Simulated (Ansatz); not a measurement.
Consider TiC in the rock salt structure (space group Fm-3m, No. 225; a = 4.261 Å; relaxed with 0.1 eV smearing).

All numbers come from DFT with LDA, PAW potentials and a 420 eV plane-wave cutoff in Ansatz (a program for electronic structure), no spin-orbit coupling.

Strains are applied to the cell and any free atomic positions relax.

One change was made to it. Results:

The pressure goes from zero to 30.9 GPa; the energy rises by 76 meV/atom.

**Question.** Which change produced these results?
(A) isotropic strain −2.50 %
(B) isotropic strain +1.00 %
(C) isotropic strain +0.50 %
(D) isotropic strain +3.00 %
(E) isotropic strain −3.00 %

**Answer.** E, isotropic strain −3.00 %. For comparison, the energy relative to the base in the other runs: isotropic strain +0.50 % gives +1.9 meV/atom; isotropic strain +1.00 % gives +7.4 meV/atom; isotropic strain −2.50 % gives +52 meV/atom; isotropic strain +3.00 % gives +63 meV/atom.

Whether these cells are dynamically stable was not tested. The final runs are not spin-polarised.
